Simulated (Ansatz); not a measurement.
Input:

```yaml
crystal:
  lattice:
    - [3.57816, 0.00000, 0.00000]
    - [-1.78908, 3.09878, 0.00000]
    - [0.00000, 0.00000, 5.54060]
  atoms:
    - { symbol: Zr, position: [0.00000, 0.00000, 0.00000] }
    - { symbol: S, position: [0.33333, 0.66667, 0.26468] }
    - { symbol: S, position: [0.66667, 0.33333, 0.73532] }
```

No spin polarisation.

Calculations: Kohn–Sham DFT with the PBEsol-D3(BJ) functional, run in Ansatz (a program for electronic structure) with PAW and 420 eV plane waves, no SOC. k-mesh 11×11×6 (Γ-centred); smearing 0.05 eV (Fermi–Dirac).

### Question
Predict the valence-band top at Γ, hole mass and band gap.

### Answer
* **Valence-band top at Γ (three highest levels, from the VBM)**: 0.00, -0.35, -0.35 eV
* **Hole mass**: 0.17 mₑ along c, 2.1 mₑ across (at Γ)
* **Band gap**: 0.29 eV

Effective masses come from finite differences of ±0.01 Å⁻¹. No phonon test of stability was made. The cell was made from ZrSe2 by this change: Se → S. The zero or small gap of ZrS2 can change with the level of theory.
